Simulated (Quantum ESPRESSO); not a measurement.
Troubleshooting Quantum ESPRESSO: a failed run on YHg (Pm-3m, 2 atoms in the cell). The aim is a self-consistent single point with DFT, PBEsol, plane waves, GBRV 1.5 ultrasoft (PBESOL) pseudopotentials.

The input file:

```fortran
&control
  calculation = 'scf'
  prefix = 'pwscf'
  outdir = './out'
  pseudodir = './'
  verbosity = 'high'
  tprnfor = .true.
  tstress = .true.
/
&system
  ibrav = 0
  nat = 2
  ntyp = 2
  ecutwfc = 40
  ecutrho = 320
  occupations = 'smearing'
  smearing = 'methfessel-paxton'
  degauss = 0.0099958
/
&electrons
  conv_thr = 1.0d-10
  mixing_beta = 0.4
/
ATOMIC_SPECIES
Hg   200.5920  hg_pbesol_v1.uspp.F.UPF
Y     88.9058  y_pbesol_v1.4.uspp.F.UPF
ATOMIC_POSITIONS angstrom
Hg    0.0000000000    0.0000000000    0.0000000000
Y     1.8400000000    1.8400000000    1.8400000000
K_POINTS automatic
7 7 7  0 0 0
CELL_PARAMETERS bohr
   6.9541921386     0.0000000000     0.0000000000
   0.0000000000     6.9541921386     0.0000000000
   0.0000000000     0.0000000000     6.9541921386
```

Log, with long lists cut:

```
     This program is part of the open-source Quantum ESPRESSO suite
     for quantum simulation of materials; please cite

 %%%%%%%%%%%%%%%%%%%%%%%%%%%%%%%%%%%%%%%%%%%%%%%%%%%%%%%%%%%%%%%%%%%%%%%%%%%%%%
     Error in routine  read_namelists (1):
      bad line in namelist &control: "  pseudodir = './'" (error could be in the previous line)
 %%%%%%%%%%%%%%%%%%%%%%%%%%%%%%%%%%%%%%%%%%%%%%%%%%%%%%%%%%%%%%%%%%%%%%%%%%%%%%

     stopping ...
```

**Question.** Read the log: what does the program object to, and what is the fix?

**Answer.** The fault is a keyword that the program does not know. The program does not know a key of this name. To fix it, use the program's own name for the key. The program stopped before any SCF iteration.

An input that runs soundly differs in these lines (not the only fix; some lines may just follow from the change or write a value another way):
```diff
-  pseudodir = './'
+  pseudo_dir = './'
```

With that input, the run converged in 12 iterations: free energy E − TS -2724.8215 eV; Fermi level (on the code's own zero) 12.26 eV; pressure -0.97 GPa (DFT, PBEsol, plane waves, GBRV 1.5 ultrasoft (PBESOL) pseudopotentials).

On the sound input: the starting cell comes from a database of published, mostly measured structures (it also holds non-ambient and calculated ones), without a prior relaxation at this level.
